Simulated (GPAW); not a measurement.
# Input and output of a self-consistent single point for ZrMo2 (Fd-3m, 6 atoms in the cell) (GPAW)

Method: LDA (Perdew-Wang 92), GPAW PAW datasets LDA (gpaw-data 1.0.1) (plane waves; GPAW 25.7.0).

Input as run:

```python
from ase import Atoms
from ase.units import GPa
from gpaw import GPAW

atoms = Atoms(['Zr', 'Zr', 'Mo', 'Mo', 'Mo', 'Mo'],
              cell=[[0.000000, 3.802080, 3.802080],
                    [3.802080, 0.000000, 3.802080],
                    [3.802080, 3.802080, 0.000000]],
              scaled_positions=[[0.250000, 0.250000, 0.250000],
                                [0.000000, 0.000000, 0.000000],
                                [0.625000, 0.125000, 0.625000],
                                [0.625000, 0.625000, 0.625000],
                                [0.125000, 0.625000, 0.625000],
                                [0.625000, 0.625000, 0.125000]],
              pbc=True)

calc = GPAW(mode={'name': 'pw', 'ecut': 600},
            xc='LDA',
            kpts=(5, 5, 5),
            occupations={'name': 'fermi-dirac', 'width': 0.1},
            nbands=-14,
            convergence={'density': 1e-05, 'energy': 1e-05},
            symmetry={'symmorphic': False, 'tolerance': 0.0005},
            maxiter=120,
            txt='-')

atoms.calc = calc

energy = atoms.get_potential_energy()
print('Energy (eV):', round(energy, 6))
forces = atoms.get_forces()
print('Forces (eV/Ang):')
print(forces.round(5))
stress = atoms.get_stress()
print('Stress (GPa, Voigt):', (stress / GPa).round(4))
```

Output (repeated stretches shortened):

```
Input parameters:
  convergence: {density: 1e-05,
                energy: 1e-05}
  kpts: [5 5 5]
  maxiter: 120
  mode: {ecut: 600,
         name: pw}
  nbands: -14
  occupations: {name: fermi-dirac,
                width: 0.1}
  symmetry: {symmorphic: False,
             tolerance: 0.0005}

species:
  Zr:
    name: Zirconium
    Z: 40.0
    valence: 12
    core: 28
    charge: 0.0
    file: Zr.LDA.gz

    # Using partial waves for Zr as LCAO basis

  Mo:
    name: Molybdenum
    Z: 42.0
    valence: 14
    core: 28
    charge: 0.0
    file: Mo.LDA.gz

    # Using partial waves for Mo as LCAO basis

Reference energy: -635652.377542  # eV

Spin-paired calculation

Convergence criteria:
 Maximum [total energy] change in last 3 cyles: 1e-05 eV / valence electron
 Maximum integral of absolute [dens]ity change: 1e-05 electrons / valence electron
 Maximum integral of absolute [eigenst]ate change: 4e-08 eV^2 / valence electron
 Maximum number of scf [iter]ations: 120

Symmetries present (total): 48
Symmetries with fractional translations: 24
125 k-points: 5 x 5 x 5 Monkhorst-Pack grid
10 k-points in the irreducible part of the Brillouin zone
       k-points in crystal coordinates                weights
   0:     0.00000000    0.00000000    0.00000000          1/125
   1:     0.20000000    0.20000000    0.00000000          6/125
   2:     0.20000000    0.20000000    0.20000000          8/125
   [... 7 lines left out ...]

Wave functions: Plane wave expansion
  Cutoff energy: 600.000 eV
  Number of coefficients (min, max): 3639, 3695
  Pulay-stress correction: 0.000000 eV/Ang^3 (de/decut=0.000000)

Occupation numbers: Fermi-Dirac:
  width: 0.1000  # eV

Eigensolver

Densities:
  Coarse grid: 32*32*32 grid
  Fine grid: 64*64*64 grid
  Total Charge: 0.000000

Density mixing:
  Method: separate
  Backend: pulay
  Linear mixing parameter: 0.05
  old densities: 5
  Damping of long wavelength oscillations: 50

Hamiltonian:
  XC and Coulomb potentials evaluated on a 64*64*64 grid
  External potential:
    NoExternalPotential

Number of atoms: 6
Number of atomic orbitals: 78
Number of bands in calculation: 54
Number of valence electrons: 80
Bands to converge: occupied

Density initialized from atomic densities
  54 bands from LCAO basis set

Atomic positions and initial magnetic moments

Positions:
   0 Zr     1.901040    1.901040    1.901040    ( 0.0000,  0.0000,  0.0000)
   1 Zr     0.000000    0.000000    0.000000    ( 0.0000,  0.0000,  0.0000)
   2 Mo     2.851560    4.752600    2.851560    ( 0.0000,  0.0000,  0.0000)
   3 Mo     4.752600    4.752600    4.752600    ( 0.0000,  0.0000,  0.0000)
   4 Mo     4.752600    2.851560    2.851560    ( 0.0000,  0.0000,  0.0000)
   5 Mo     2.851560    2.851560    4.752600    ( 0.0000,  0.0000,  0.0000)

Unit cell:
           periodic     x           y           z      points  spacing
  1. axis:    yes    0.000000    3.802080    3.802080    32     0.1372
  2. axis:    yes    3.802080    0.000000    3.802080    32     0.1372
  3. axis:    yes    3.802080    3.802080    0.000000    32     0.1372

  Lengths:   5.376953   5.376953   5.376953
  Angles:   60.000000  60.000000  60.000000

Effective grid spacing dv^(1/3) = 0.1497

     iter     time        total  log10-change:
                         energy   eigst   dens
iter:   1 --:--:--   -71.872167
iter:   2 --:--:--   -70.704688   -0.42  -1.19
iter:   3 --:--:--   -68.743632   -0.72  -1.24
iter:   4 --:--:--   -67.471843   -1.08  -1.35
iter:   5 --:--:--   -67.196438   -1.00  -1.56
iter:   6 --:--:--   -67.391995   -1.57  -2.11
iter:   7 --:--:--   -67.117758   -2.40  -1.83
iter:   8 --:--:--   -67.102244   -2.32  -2.30
iter:   9 --:--:--   -67.101049   -3.95  -2.81
iter:  10 --:--:--   -67.099865   -3.89  -2.78
iter:  11 --:--:--   -67.100107   -4.10  -3.31
iter:  12 --:--:--   -67.100047c  -5.01  -3.54
iter:  13 --:--:--   -67.099853c  -4.85  -3.62
iter:  14 --:--:--   -67.099847c  -5.76  -3.48
iter:  15 --:--:--   -67.099866c  -6.15  -3.81
iter:  16 --:--:--   -67.099862c  -6.47  -3.93
iter:  17 --:--:--   -67.099954c  -5.67  -3.97
iter:  18 --:--:--   -67.099895c  -6.46  -3.93
iter:  19 --:--:--   -67.099886c  -7.04  -4.69
iter:  20 --:--:--   -67.099889c  -8.33c -5.23c

Converged after 20 iterations.

Dipole moment: (-13.448989, -13.448989, -13.448989) |e|*Ang

Energy contributions relative to reference atoms: (reference = -635652.377542)

Kinetic:        -53.948335
Potential:      +28.178784
External:        +0.000000
XC:             -41.151131
Entropy (-ST):   -0.125691
Local:           -0.116361
SIC:             +0.000000
--------------------------
Free energy:    -67.162734
Extrapolated:   -67.099889

Showing only first 2 kpts
 Kpt  Band  Eigenvalues  Occupancy
  0    38     11.33275    0.04622
  0    39     11.73589    0.00084
  0    40     11.73589    0.00084
  0    41     11.73589    0.00084

  1    38     10.85100    1.49050
  1    39     11.56408    0.00467
  1    40     11.56408    0.00467
  1    41     11.72050    0.00098

Fermi level: 10.95834

No gap
No difference between direct/indirect transitions
Energy (eV): -67.099889

Forces in eV/Ang:
  0 Zr   -0.00000   -0.00000    0.00000
  1 Zr    0.00000    0.00000   -0.00000
  2 Mo    0.00000   -0.00000    0.00000
  3 Mo    0.00000    0.00000   -0.00000
  4 Mo    0.00000    0.00000    0.00000
  5 Mo    0.00000    0.00000   -0.00000

Stress tensor:
     0.061901     0.000000     0.000000
     0.000000     0.061901     0.000000
     0.000000     0.000000     0.061901
Stress (GPa, Voigt): [9.9177 9.9177 9.9177 0.     0.     0.    ]
```

The run converged in 20 iterations. GPAW prints stress with tension positive.

The starting cell comes from a database of computed structures (which also holds hypothetical and non-ambient phases and stackings), without a prior relaxation at this level. Spin polarisation is off. With a pressure of about -10 GPa the cell is away from its equilibrium volume at this level.

Cost on one core of a shared machine: roughly 30 s.
